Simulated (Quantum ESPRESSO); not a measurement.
Checking a run of Quantum ESPRESSO on Tl (P6_3/mmc, 2 atoms in the cell). The aim is a self-consistent single point with DFT, PBE, plane waves, SSSP 1.1.2 efficiency (PBE) pseudopotentials.

Cell that was meant: a = 3.5589 Å, b = 3.5589 Å, c = 5.7459 Å, α = 90.00°, β = 90.00°, γ = 120.00°.

Part of the input:

```fortran
    occupations = 'smearing',
    smearing = 'cold',
    degauss = 0.0099958,
    nbnd = 13,
/
&electrons
    conv_thr = 1.0d-9,
```

Log, with long lists cut:

```
     G-vector sticks info
     --------------------
     sticks:   dense  smooth     PW     G-vecs:    dense   smooth      PW
   [... lines left out ...]
         2        Tl     tau(   2) = (   0.5000000   0.2886751   1.2108973  )

     number of k points=   120  Marzari-Vanderbilt smearing, width (Ry)=  0.0100

     Number of k-points >= 100: set verbosity='high' to print them.

     Dense  grid:    41131 G-vectors     FFT dimensions: (  40,  40,  64)

     Smooth grid:    14521 G-vectors     FFT dimensions: (  27,  27,  48)

     Initial potential from superposition of free atoms

     starting charge      25.9903, renormalised to      26.0000

     negative rho (up, down):  9.988E-02 0.000E+00
     Self-consistent Calculation

     iteration #  1     ecut=    40.00 Ry     beta= 0.50

     Threshold (ethr) on eigenvalues was too large:
     Diagonalizing with lowered threshold

     negative rho (up, down):  1.001E-01 0.000E+00

     total energy              =    -289.86838906 Ry
     estimated scf accuracy    <       0.00864941 Ry

     iteration #  2     ecut=    40.00 Ry     beta= 0.50

     negative rho (up, down):  1.006E-01 0.000E+00

     total energy              =    -289.87006694 Ry
     estimated scf accuracy    <       0.00061116 Ry

     iteration #  3     ecut=    40.00 Ry     beta= 0.50

     negative rho (up, down):  1.012E-01 0.000E+00

     total energy              =    -289.87025621 Ry
     estimated scf accuracy    <       0.00013500 Ry

   [... 4 blocks of this kind left out ...]

     iteration #  8     ecut=    40.00 Ry     beta= 0.50

     negative rho (up, down):  1.011E-01 0.000E+00

     total energy              =    -289.87030314 Ry
     estimated scf accuracy    <       0.00000017 Ry

     iteration #  9     ecut=    40.00 Ry     beta= 0.50

     negative rho (up, down):  1.011E-01 0.000E+00
     End of self-consistent calculation

     Number of k-points >= 100: set verbosity='high' to print the bands.

     the Fermi energy is    13.2759 ev

!    total energy              =    -289.87030320 Ry
     estimated scf accuracy    <          6.8E-10 Ry
     smearing contrib. (-TS)   =       0.00000000 Ry
     internal energy E=F+TS    =    -289.87030320 Ry

     convergence has been achieved in   9 iterations

     negative rho (up, down):  1.011E-01 0.000E+00

     Forces acting on atoms (cartesian axes, Ry/au):

     atom    1 type  1   force =     0.00000000    0.00000000    0.00000000
     atom    2 type  1   force =    -0.00000000    0.00000000    0.00000000

     Total force =     0.000000     Total SCF correction =     0.000000

     negative rho (up, down):  1.011E-01 0.000E+00
          total   stress  (Ry/bohr**3)                   (kbar)     P=       13.59
   0.00002143  -0.00000000  -0.00000000            3.15       -0.00       -0.00
  -0.00000000   0.00002143  -0.00000000           -0.00        3.15       -0.00
  -0.00000000  -0.00000000   0.00023423           -0.00       -0.00       34.46

   JOB DONE.
```

Is this run sound? If not, what is wrong?

The run is not sound. The fault is too few bands. The band count has to hold all valence electrons, and a smeared run needs empty bands on top for the tail of the occupations. To fix it, raise the band count or leave it to the default. The run converged in 9 iterations without an error; against the sound input the free energy rises by 390 meV/atom and the pressure goes from -1.55 to 1.36 GPa. The full log also holds: “c_bands:  1 eigenvalues not converged”.

An input that runs soundly differs in these lines (not the only fix; some lines may just follow from the change or write a value another way):
```diff
-    nbnd = 13,
```

With that input, the run converged in 13 iterations: free energy E − TS -3944.6662 eV; Fermi level (on the code's own zero) 9.45 eV; pressure -1.55 GPa (DFT, PBE, plane waves, SSSP 1.1.2 efficiency (PBE) pseudopotentials).

On the sound input: the starting cell comes from a database of computed structures (which also holds hypothetical and non-ambient phases and stackings), without a prior relaxation at this level. Its lattice was rescaled by a random factor within 2.5 % of one. Spin-orbit coupling is off.
